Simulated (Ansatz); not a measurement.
# C axis length of CdSe (model structure, started from the NiAs type, P6₃/mmc, No. 194, 4 atoms in the cell) at several levels of theory

No measured value is used here.

```json
[
 {"level (code)": "PBE (Ansatz)", "value (Å)": "6.698"},
 {"level (code)": "PBEsol (Ansatz)", "value (Å)": "6.573"},
 {"level (code)": "PBE-D3(BJ) (Ansatz)", "value (Å)": "6.625"}
]
```

Ansatz's density-functional and Hartree–Fock values are scalar-relativistic unless marked +SOC, with PAW data made under PBE.

A model structure was made by putting elements into a prototype or built by hand; it is no filed structure, need not be a known phase, and can be a saddle point held by its symmetry.

Ansatz is a quantum-chemistry and plane-wave program.
